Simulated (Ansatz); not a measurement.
Base system: YN in the rock salt structure (space group Fm-3m, No. 225; a = 4.896 Å).

Method: Kohn–Sham DFT with the r2SCAN functional, run in Ansatz (a quantum-chemistry and plane-wave program) with PAW and 500 eV plane waves, without spin-orbit coupling.

Strains are applied to the cell and any free atomic positions relax.

One change was made to it. Results:

| quantity | base | after |
|---|---|---|
| energy relative to the base (free energy F) | 0 meV/atom | +40 meV/atom |
| smallest direct gap | 0.98 eV | 1.15 eV |

Problem. Which of these changes matches the shifts?
A) isotropic strain +2.50 %
B) isotropic strain +2.00 %
C) isotropic strain +0.50 %
D) isotropic strain +1.50 %

Solution. A, isotropic strain +2.50 %. For comparison, the energy relative to the base in the other runs: isotropic strain +0.50 % gives +1.7 meV/atom; isotropic strain +2.00 % gives +26 meV/atom; isotropic strain +1.50 % gives +15 meV/atom.

Whether these cells are dynamically stable was not tested.
